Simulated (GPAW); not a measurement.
Band structure of Nb6OsAu (Pm-3, 8 atoms in the cell).

```
CELL_PARAMETERS angstrom
      5.17811     0.00000     0.00000
      0.00000     5.17811     0.00000
      0.00000     0.00000     5.17811
ATOMIC_POSITIONS crystal
  Nb 0.00000 0.50000 0.75499
  Nb 0.00000 0.50000 0.24501
  Nb 0.75499 0.00000 0.50000
  Nb 0.24501 0.00000 0.50000
  Nb 0.50000 0.75499 0.00000
  Nb 0.50000 0.24501 0.00000
  Os 0.00000 0.00000 0.00000
  Au 0.50000 0.50000 0.50000
```

Level of theory: LDA (Perdew-Wang 92), GPAW PAW datasets LDA (gpaw-data 1.0.1) (plane waves; GPAW).

Settings: mode = pw; ecut = 550 eV; xc = LDA; kpts = 5 5 5; mesh shift (steps) = 0 0 0; occupations.name = methfessel-paxton; occupations.width = 0.1 eV; occupations.order = 0; nbands = -14; symmetry.symmorphic = false; symmetry.tolerance = 0.0005; maxiter = 120; bandpath_npoints = 40.

The starting cell comes from a database of computed structures (which also holds hypothetical and non-ambient phases and stackings), without a prior relaxation at this level. Its lattice was rescaled by a random factor within 2.5 % of one. Spin-orbit coupling is off. Spin polarisation is off.

Levels in eV from the Fermi level, bands 48 to 55:
```json
[
 {"point": "Γ", "48": "-1.32", "49": "-1.32", "50": "-0.86", "51": "-0.86", "52": "-0.86", "53": "0.59", "54": "0.59", "55": "0.97"},
 {"point": "X", "48": "-0.47", "49": "-0.37", "50": "-0.37", "51": "-0.37", "52": "-0.33", "53": "-0.19", "54": "0.44", "55": "0.66"},
 {"point": "M", "48": "-0.90", "49": "-0.46", "50": "-0.36", "51": "-0.15", "52": "0.17", "53": "0.37", "54": "1.05", "55": "1.14"},
 {"point": "R", "48": "-0.98", "49": "-0.57", "50": "-0.57", "51": "-0.57", "52": "0.76", "53": "0.76", "54": "0.76", "55": "1.50"}
]
```

Bands cross the Fermi level along this path, so the cell is metallic at this level.
